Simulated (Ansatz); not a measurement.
Defect: Y-vacancy pair (Y on one host Zr site, one O site vacant) in cubic BaZrO3, charge state +1. Method: PBE, PAW (plane waves to 420 eV; Ansatz, a program for electronic structure).

Settings: 60 host sites, the relaxed PBE lattice, the Γ point alone, smearing 0.01 eV, spin-restricted, no image-charge correction. Static, classical nuclei. Spin-orbit coupling is left out. The host phase is not the lowest at 0 K, so the defect can set off distortions of the whole cell. The charge state is imposed; whether it is stable for some Fermi level was not computed. Forms of the defect that were not tried may lie lower. The start lies 0.14 eV above the lowest site run (PBE). The order of the sites in energy changes with the mesh.

Barriers: single points on a 2×2×2 k-point mesh shifted by half a step at the bands' geometries (they differ from the bands' own by up to 0.10 eV, and are uncertain by about as much).

Relaxed starting cell (atoms counted from 1):

```yaml
crystal:
  lattice:
    - [8.45454, 0.00000, 0.00000]
    - [0.00000, 8.45454, 0.00000]
    - [0.00000, 0.00000, 12.68181]
  atoms:
    - { symbol: Ba, position: [0.00396, 0.99006, 0.99643] }
    - { symbol: Ba, position: [0.00091, 0.97761, 0.32898] }
    - { symbol: Ba, position: [0.00346, 0.98503, 0.65784] }
    - { symbol: Ba, position: [0.00002, 0.49901, 0.99772] }
    - { symbol: Ba, position: [0.99854, 0.49799, 0.32893] }
    - { symbol: Ba, position: [0.00221, 0.49698, 0.65720] }
    - { symbol: Ba, position: [0.50612, 0.99528, 0.99142] }
    - { symbol: Ba, position: [0.51476, 0.98176, 0.32905] }
    - { symbol: Ba, position: [0.51200, 0.98893, 0.66321] }
    - { symbol: Ba, position: [0.50986, 0.49553, 0.99447] }
    - { symbol: Ba, position: [0.51570, 0.49585, 0.32906] }
    - { symbol: Ba, position: [0.51399, 0.49268, 0.66137] }
    - { symbol: Y, position: [0.25431, 0.24498, 0.17576] }
    - { symbol: Zr, position: [0.25794, 0.24052, 0.49477] }
    - { symbol: Zr, position: [0.25354, 0.24431, 0.81562] }
    - { symbol: Zr, position: [0.25521, 0.74099, 0.15863] }
    - { symbol: Zr, position: [0.25886, 0.73928, 0.49542] }
    - { symbol: Zr, position: [0.25520, 0.74173, 0.83103] }
    - { symbol: Zr, position: [0.75399, 0.24194, 0.15896] }
    - { symbol: Zr, position: [0.75873, 0.24067, 0.49446] }
    - { symbol: Zr, position: [0.76117, 0.24422, 0.83085] }
    - { symbol: Zr, position: [0.75411, 0.74317, 0.15979] }
    - { symbol: Zr, position: [0.75530, 0.74076, 0.49524] }
    - { symbol: Zr, position: [0.75720, 0.74289, 0.82692] }
    - { symbol: O, position: [0.24632, 0.98917, 0.14702] }
    - { symbol: O, position: [0.22505, 0.00324, 0.49466] }
    - { symbol: O, position: [0.24609, 0.01664, 0.86131] }
    - { symbol: O, position: [0.24780, 0.49957, 0.13109] }
    - { symbol: O, position: [0.24535, 0.50398, 0.52054] }
    - { symbol: O, position: [0.24145, 0.49798, 0.84407] }
    - { symbol: O, position: [0.75057, 0.99634, 0.18014] }
    - { symbol: O, position: [0.74661, 0.00283, 0.51130] }
    - { symbol: O, position: [0.72915, 0.00513, 0.83125] }
    - { symbol: O, position: [0.75148, 0.49942, 0.18402] }
    - { symbol: O, position: [0.72758, 0.50281, 0.50207] }
    - { symbol: O, position: [0.73042, 0.50386, 0.83517] }
    - { symbol: O, position: [0.99730, 0.25450, 0.13864] }
    - { symbol: O, position: [0.99713, 0.27857, 0.50419] }
    - { symbol: O, position: [0.00524, 0.25955, 0.85092] }
    - { symbol: O, position: [0.99914, 0.74612, 0.18299] }
    - { symbol: O, position: [0.99700, 0.75721, 0.50289] }
    - { symbol: O, position: [0.99665, 0.77699, 0.83060] }
    - { symbol: O, position: [0.50763, 0.25464, 0.14023] }
    - { symbol: O, position: [0.49785, 0.25925, 0.50739] }
    - { symbol: O, position: [0.48804, 0.26138, 0.85015] }
    - { symbol: O, position: [0.50200, 0.74664, 0.18053] }
    - { symbol: O, position: [0.49749, 0.77718, 0.50265] }
    - { symbol: O, position: [0.49548, 0.77015, 0.83404] }
    - { symbol: O, position: [0.25034, 0.27527, 0.33872] }
    - { symbol: O, position: [0.24639, 0.23261, 0.66422] }
    - { symbol: O, position: [0.23966, 0.75063, 0.99641] }
    - { symbol: O, position: [0.24923, 0.73293, 0.33407] }
    - { symbol: O, position: [0.24634, 0.76642, 0.66929] }
    - { symbol: O, position: [0.74965, 0.25285, 0.99657] }
    - { symbol: O, position: [0.74859, 0.24609, 0.33388] }
    - { symbol: O, position: [0.75371, 0.26142, 0.66937] }
    - { symbol: O, position: [0.75336, 0.74881, 0.00059] }
    - { symbol: O, position: [0.74782, 0.75589, 0.33753] }
    - { symbol: O, position: [0.74777, 0.74442, 0.66703] }
```
Cell charge +1.

End state 1 differs by these moves (Å; atoms that move under 0.15 Å are left out):

```csv
atom,element,Δx,Δy,Δz
1,Ba,-0.14,0.06,-0.02
4,Ba,-0.13,-0.07,0.09
11,Ba,-0.13,-0.03,-0.10
13,Y,-0.02,-0.08,-0.25
15,Zr,-0.02,0.14,0.17
25,O,0.02,-0.03,0.69
26,O,0.18,-0.02,0.00
27,O,0.03,1.41,1.53
28,O,-0.08,0.09,0.24
29,O,0.03,-0.01,0.21
31,O,-0.11,0.01,-0.15
33,O,0.17,-0.07,0.25
35,O,0.17,0.00,0.06
36,O,0.15,-0.05,0.13
37,O,-0.06,0.14,0.28
39,O,-0.01,-0.36,-0.23
43,O,0.01,0.24,0.24
45,O,0.07,-0.37,-0.23
47,O,0.02,-0.14,0.09
50,O,0.03,-0.23,0.15
51,O,0.09,0.34,-0.03
52,O,0.01,-0.14,0.06
53,O,0.03,0.15,0.12
```

Give the forward and backward barriers to end state 1 at the level PBE, PAW.

forward 0.39 eV, backward 0.28 eV; at the saddle point atom 27 has neighbours Zr at 1.93 Å. The check of the saddle point's order was inconclusive.
